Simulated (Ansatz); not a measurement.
An Ansatz (a first-principles code) run: SiO2 with a change (holes 3.0×10^21 cm⁻³); PBE (Ansatz, PAW, no SOC).

Input:

Ansatz 0.2 input:
```yaml
crystal:
  lattice:
    - [4.2361704061, 0, 0]
    - [0, 4.2361704061, 0]
    - [0, 0, 2.690425432]
  atoms:
    - { symbol: Si, position: [0, 0, 0] }
    - { symbol: Si, position: [0.5, 0.5, 0.5] }
    - { symbol: O, position: [0.3069853225, 0.3069853225, 0] }
    - { symbol: O, position: [0.8069853225, 0.1930146775, 0.5] }
    - { symbol: O, position: [0.1930146775, 0.8069853225, 0.5] }
    - { symbol: O, position: [0.6930146775, 0.6930146775, 0] }
basis: { ecutwfc: 420, ecutrho_ratio: 4, xc_grid: 2, fft_grid_basis: typed }
kpoints: { mp_grid: { grid: [11, 11, 17] } }
hamiltonian:
  xc: pbe
  dispersion: none
  pseudopotentials: { kind: paw }
total_charge: 0.14484
scf: { occupations: { method: fermi_dirac, width: 0.0259 }, convergence: { dr2_threshold: 0.0000000006 } }
relax: { f_tol: 0.005, max_steps: 30 }
output: { forces: true, stress: true }
checkpoint: { write: state.ck, write_every: 1000 }
```

Output (explanatory and most iteration lines left out):

```
Relaxation: its limit of steps is 30 (relax.max_steps)
Pseudopotential: Si, paw, valence charge 4
Pseudopotential: O, paw, valence charge 6
Crystal: 6 atoms, lattice volume = 48.280 Å³
Basis set: ecut = 420 eV, 961 PW (Γ), exchange–correlation on 60×60×36 points (8 copies of the dense FFT grid, shifted against one another)
Bands: 22, of which v1, the nominal top of the filled ones, is band 16 counted from 1 (15 counted from 0)
Symmetry: 16 space group operations
Space group: P42/mnm (ITA 136), of the structure as read, at distance tolerance 3.6e-5 Å
k-points: 189 of 2057
Functional: x = pbe(κ = 0.804, μ = 0.2195149727645171), c = pbe(β = 0.06672455060314922)
SCF iter   1: F=—  HF=-3548.425991 eV  |F-HF|=—  |Δ(HF+E_count)|=         —  Δρ=1.06e-2  dr2=2.67e-2  ethr=1.77e-3  ⟨swp⟩=6.2  Hψ=22830  notcnv=0  defer=2
SCF iter   2: F=—  HF=-3548.419466 eV  |F-HF|=—  |Δ(HF+E_count)|=   6.52e-3  Δρ=4.11e-3  dr2=3.36e-3  ethr=8.37e-5  ⟨swp⟩=2.5  Hψ=8602  notcnv=0  defer=320
SCF 1 converged in 8 iterations: F = -3548.418701 eV  dr2 = 2.29e-11
relax step   1: F+E_penalty+E_count = -3548.41870123 eV  Δ(F+E_penalty+E_count) = +0.000e0 eV  max|allowed force component| = 5.449e-2 eV/Å  Δτ_max = 0.0000 Å  (8 SCF iters, accepted)
Crystal: 6 atoms, lattice volume = 48.280 Å³
SCF iter   1: F=—  HF=-3548.418942 eV  |F-HF|=—  |Δ(HF+E_count)|=         —  Δρ=2.42e-4  dr2=1.92e-5  ethr=5.92e-8  ⟨swp⟩=1.3  Hψ=12959  notcnv=0  defer=320
SCF iter   2: F=—  HF=-3548.418912 eV  |F-HF|=—  |Δ(HF+E_count)|=   2.96e-5  Δρ=1.36e-4  dr2=6.99e-6  ethr=5.92e-8  ⟨swp⟩=1.0  Hψ=3838  notcnv=0  defer=320
SCF 2 converged in 6 iterations: F = -3548.418909 eV  dr2 = 3.06e-10
relax step   2: F+E_penalty+E_count = -3548.41890883 eV  Δ(F+E_penalty+E_count) = -2.076e-4 eV  max|allowed force component| = 3.728e-2 eV/Å  Δτ_max = 0.0008 Å  (6 SCF iters, accepted)
Crystal: 6 atoms, lattice volume = 48.280 Å³
SCF iter   1: F=—  HF=-3548.419163 eV  |F-HF|=—  |Δ(HF+E_count)|=         —  Δρ=5.24e-4  dr2=8.97e-5  ethr=2.84e-6  ⟨swp⟩=2.2  Hψ=10535  notcnv=0  defer=320
SCF iter   2: F=—  HF=-3548.419105 eV  |F-HF|=—  |Δ(HF+E_count)|=   5.81e-5  Δρ=2.95e-4  dr2=3.30e-5  ethr=2.82e-7  ⟨swp⟩=1.0  Hψ=5670  notcnv=0  defer=320
SCF 3 converged in 7 iterations: F = -3548.419092 eV  dr2 = 2.88e-11
relax step   3: F+E_penalty+E_count = -3548.41909233 eV  Δ(F+E_penalty+E_count) = -1.835e-4 eV  max|allowed force component| = 1.384e-4 eV/Å  Δτ_max = 0.0017 Å  (7 SCF iters, accepted)
SCF converged after 7 iterations
Free energy (F): -3548.419092 eV
Internal energy: -3548.417887 eV  (E = F + TS)
E sigma→0 (E₀):  -3548.418490 eV
Entropy (-TS):   -0.001205 eV (-0.201 meV/atom)
Fermi energy:    9.452166 eV
--- Forces (eV/Å), atoms counted from 1 ---
  atom   1  Si     0.00000000     0.00000000     0.00000000
  atom   2  Si     0.00000000    -0.00000000     0.00000000
  atom   3  O     -0.00013836    -0.00013836     0.00000000
  atom   4  O     -0.00013836     0.00013836     0.00000000
  atom   5  O      0.00013836    -0.00013836     0.00000000
  atom   6  O      0.00013836     0.00013836     0.00000000
--- Stress (GPa, compression-positive) ---
        0.983002       0.000000       0.000000
        0.000000       0.983002       0.000000
        0.000000       0.000000       2.209843
  P = ⅓ Tr σ = 1.3919 GPa (13.919 kbar)
--- Relaxed structure (3 steps of the walk, 3 accepted, 0 SCFs on fresh bases) ---
  atoms:
    - { symbol: Si, position: [-2.5593922542027006e-20, -4.262244314494677e-36, 0.0] }
    - { symbol: Si, position: [0.5, 0.5, 0.5] }
    - { symbol: O, position: [0.30656210665375133, 0.30656210665375133, 0.0] }
    - { symbol: O, position: [0.8065621066537513, 0.19343789334624864, 0.5] }
    - { symbol: O, position: [0.19343789334624864, 0.8065621066537513, 0.5] }
    - { symbol: O, position: [0.6934378933462487, 0.6934378933462487, 0.0] }
```

Carriers are added with a uniform compensating background; total energy and stress of such cells depend on the potential's zero and are not compared; many-body gap narrowing is missing at this level. Whether these cells are dynamically stable was not tested. The cell was made from SiO2 in the rutile structure (space group P4_2/mnm, No. 136) by this change: holes 3.0×10^21 cm⁻³.
